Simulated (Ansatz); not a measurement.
Band structure of LaAsRh (I4_1md, 6 atoms in the cell).

```xyz
6
Lattice="-2.0825 2.0825 7.4129 2.0825 -2.0825 7.4129 2.0825 2.0825 -7.4129" Properties=species:S:1:pos:R:3 pbc="T T T"
La     0.0000     0.0000     2.5070
La     0.0000     2.0825     6.2135
As     0.0000     0.0000    11.1202
As     0.0000     2.0825     0.0009
Rh     2.0825     0.0000     4.9656
Rh     0.0000     0.0000     8.6721
```

Level of theory: PBEsol, PAW files made with PBE (plane waves; Ansatz, a program for electronic structure).

Settings: kpoints.mp_grid.grid = 5 5 5; hamiltonian.xc = pbesol; hamiltonian.pseudopotentials = {kind: paw} (an earlier, softer set of the program's PAW files); scf.occupations.method = fermi_dirac; scf.occupations.width = 0.1 eV; kpoints.band_path.npoints = 8.

The starting cell comes from a database of computed structures (which also holds hypothetical and non-ambient phases and stackings), without a prior relaxation at this level. Its lattice was rescaled by a random factor within 2.5 % of one. Spin polarisation is off.

Levels in eV from the Fermi level, bands 40 to 47:
```csv
point,40,41,42,43,44,45,46,47
Γ,-0.73,-0.73,0.29,0.42,0.42,0.54,0.85,2.15
X,-1.51,-1.31,-1.31,-0.62,-0.62,0.48,0.48,2.35
Y,-1.50,-1.31,-1.31,-0.61,-0.61,0.49,0.49,2.34
S,-1.24,-1.02,-0.97,-0.10,0.55,1.06,1.79,1.79
Z,-1.18,-1.03,-1.03,0.54,0.54,0.96,0.96,2.26
S1,-1.24,-1.02,-0.97,-0.10,0.55,1.06,1.79,1.79
N,-1.29,-0.91,-0.81,-0.30,0.87,0.91,1.46,1.91
P,-1.49,-1.31,-1.31,-0.62,-0.62,0.49,0.49,2.35
Y1,-1.50,-1.31,-1.31,-0.61,-0.61,0.49,0.49,2.34
```

Bands cross the Fermi level along this path, so the cell is metallic at this level.

Keys are those of Ansatz 0.2.
